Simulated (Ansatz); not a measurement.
Adsorption energy and surface dipole of Cl on the 1x1 (100) surface of rock-salt MgO (cut with top plane Mg + O), one in a 1x1 cell, started at the site 'top Mg', worked from the runs' numbers; total energies count from the potentials' own zero.

Host crystal: rock-salt MgO, with a band gap (PBE, scalar-relativistic without spin-orbit coupling).

The numbers are results of PBE (plane waves to 420 eV, PAW; Ansatz, an electronic-structure program), not measurements.

Model: 9-atom slab, 6.4 Å thick at the start under the adsorbate (thin: gaps and levels are the slab's own), 6x6x1 mesh, Fermi-Dirac 0.01 eV, dipole correction, 4 atoms held, the rest relaxed; start symmetry kept, larger cells not searched; spin-polarised, ending with about 0.3 μB a cell, a value that depends on the mesh; orders that need a larger cell were not tried, no spin-orbit, no U, no dispersion correction. The slab shows no gap over 0.04 eV on its mesh. At the end it is bonded to Mg. In PBE it is, or lies within 0.03 eV of, the lowest of the starts that converged.

```
quantity                                                            value
----------------------------------------------------------  -------------
slab with the adsorbate                                     -11054.719 eV
clean slab, same cell and mesh                               -9975.556 eV
reference, ½ Cl2(g)                                          -1079.444 eV
area of the cell                                                  9.05 Å²
change of the step from the bottom to the top vacuum level       2.800 eV
```

### Question
What is the adsorption energy against this reference?

### Answer
E(slab + adsorbate) − E(slab) − E(reference) = 0.28 eV, so in this state the adsorbate is less stable than in the reference, at a coverage of 11.05 a nm².

### Question
What dipole does adsorption add to the slab along the outward normal (Helmholtz relation, ε₀ = 0.005526 e/(V·Å))?

### Answer
p = −ε₀·A·ΔV = -0.140 e·Å = -0.67 D; its negative end points to the vacuum, which raises the vacuum level.
